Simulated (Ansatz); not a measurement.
Bond-angle distributions (per cent of the angles at each element, bins of 10°) of a relaxed model of amorphous Si₁₅B₁₅N₃₅ at 2.20 g/cm³. Computed with PBE, scalar-relativistic without spin-orbit coupling (plane waves to 420 eV, PAW; Ansatz, a program for electronic structure).

A CHGNet melt-quench gave the starting glass, which DFT then relaxed. N atoms were pushed apart under 1.9 Å during the dynamics, to hinder bonds among them. The hot cell started wider than the set density and was brought back towards it in steps. It is the lowest in DFT energy of 2 quenches. It is a model cell: composition and starting density were chosen by hand, and all elements were melted together. No dispersion term was used. Its density started from a set value of 2.20 and ended at 2.20 g/cm³. The quench (nominally 630 K/ps over its main leg) was far faster than any real one, so the model tends to hold more defects than a real film. A cell of this size samples the disorder only roughly. The volume was held where the preparation left it and the shape relaxed, at a PBE pressure of 0.8 GPa. Stress components on the final sampling reach 0.8 GPa. On a 2×2×2 Γ-centred mesh force components of up to 0.12 eV/Å stay, since the relaxation ran on the zone centre alone.

Bonds are counted up to Si-Si 2.60 Å, Si-B 2.28 Å, Si-N 2.32 Å, B-B 1.97 Å, B-N 1.76 Å, N-N 1.70 Å. Two cations that share two anions don't count as bonded, nor two that share one unless they lie closer than Si-Si 2.38 Å, Si-B 2.09 Å, B-B 1.80 Å.

```json
[
 {"angle (°)": "50-60", "at Si": "0", "at B": "0", "at N": "0"},
 {"angle (°)": "60-70", "at Si": "1", "at B": "0", "at N": "0"},
 {"angle (°)": "70-80", "at Si": "3", "at B": "0", "at N": "2"},
 {"angle (°)": "80-90", "at Si": "19", "at B": "0", "at N": "23"},
 {"angle (°)": "90-100", "at Si": "9", "at B": "4", "at N": "5"},
 {"angle (°)": "100-110", "at Si": "16", "at B": "16", "at N": "7"},
 {"angle (°)": "110-120", "at Si": "26", "at B": "29", "at N": "17"},
 {"angle (°)": "120-130", "at Si": "16", "at B": "33", "at N": "19"},
 {"angle (°)": "130-140", "at Si": "4", "at B": "13", "at N": "10"},
 {"angle (°)": "140-150", "at Si": "4", "at B": "4", "at N": "9"},
 {"angle (°)": "150-160", "at Si": "0", "at B": "0", "at N": "6"},
 {"angle (°)": "160-170", "at Si": "1", "at B": "0", "at N": "2"},
 {"angle (°)": "170-180", "at Si": "0", "at B": "0", "at N": "0"}
]
```

They go with these counts of neighbours within the cut-offs, cation contacts included: Si mean 4.1, most often 4; B mean 3.0, most often 3; N mean 3.1, most often 3.
